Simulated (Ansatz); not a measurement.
Results of revPBE (Ansatz, an electronic-structure program, plane waves, PAW) for L1₀ (CuAu-type) TiAl.

Settings: plane-wave cutoff 520 eV, 22×22×16 k mesh (along the axes of the cell as run), Fermi–Dirac smearing 0.038 eV (set by the program), no spin polarisation, scalar-relativistic PAW data made under PBE.

Cell (relaxed at this level):

```yaml
crystal:
  lattice:
    - [2.84013, 0.00000, 0.00000]
    - [0.00000, 2.84013, 0.00000]
    - [0.00000, 0.00000, 4.09773]
  atoms:
    - { symbol: Ti, position: [0.00000, 0.00000, 0.00000] }
    - { symbol: Al, position: [0.50000, 0.50000, 0.50000] }
```

Q: What does this level give for the Young modulus, Poisson ratio, Voigt–Reuss–Hill shear modulus (Hill average), elastic constant C44, elastic constant C13 and elastic constant C33?

A: 
Young modulus: 169 GPa
Poisson ratio: 0.242
Voigt–Reuss–Hill shear modulus (Hill average): 68.1 GPa
elastic constant C44: 108 GPa
elastic constant C13: 79.2 GPa
elastic constant C33: 166 GPa

Measured, for comparison: elastic constant C44 109 GPa, elastic constant C13 75 GPa, elastic constant C33 183 GPa (0 K, extrapolated to 0 K, Ti-56 at.% Al crystal; axes of the face-centred tetragonal cell; as tabulated in Qi et al. (2023), arXiv:2305.11825). Computed (rounded) less measured: elastic constant C44 -0.9 %, elastic constant C13 +6 %, elastic constant C33 -9 %.

Elastic constants are with the ions relaxed.

Computing time: about 8 core-minutes (a rough figure).
